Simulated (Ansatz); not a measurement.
Input:

```
CELL_PARAMETERS angstrom
     -1.60782     1.60782     1.60782
      1.60782    -1.60782     1.60782
      1.60782     1.60782    -1.60782
ATOMIC_POSITIONS crystal
  W  0.00000 0.00000 0.00000
```

No spin polarisation.

Computed with PBE/PAW in Ansatz (an electronic-structure program), no spin-orbit coupling. k-mesh 29×29×29 (Γ-centred); smearing 0.1 eV (Fermi–Dirac).

Problem. Predict the pressure, band gap and space group.

Solution. Pressure: -8.5 GPa
Band gap: zero
Space group: Im-3m (No. 229)

The cells carry an imposed strain or load. No phonon test of stability was made. All final runs are without spin polarisation. The cell was made from W in the bcc (W type) structure (space group Im-3m, No. 229) by this change: isotropic strain +1.00 %.
